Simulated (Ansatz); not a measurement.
The parent structure is BN in the zinc blende structure (space group F-43m, No. 216; a = 3.605 Å). Axes: x, y, z lie along the cube axes.

Level of theory: Ansatz (a program for electronic structure), PBEsol, PAW, cutoff 420 eV, no spin-orbit coupling, earlier PAW set.

A first run, uniaxial strain ε_zz = −0.90 %, gives secant values C11 ≈ 800 GPa and C12 ≈ 190 GPa from its stress. A second run applies uniaxial stress, 3 GPa compression along x.

Task: What does linear elasticity predict for Young's modulus in the second run, and what does the run give?

Result: Linear elasticity: (C11 − C12)(C11 + 2 C12)/(C11 + C12) = 730 GPa. The run gives 730 GPa; any difference comes from nonlinear terms at these strains and numerical noise.

Stability under load was not tested beyond the relaxation.
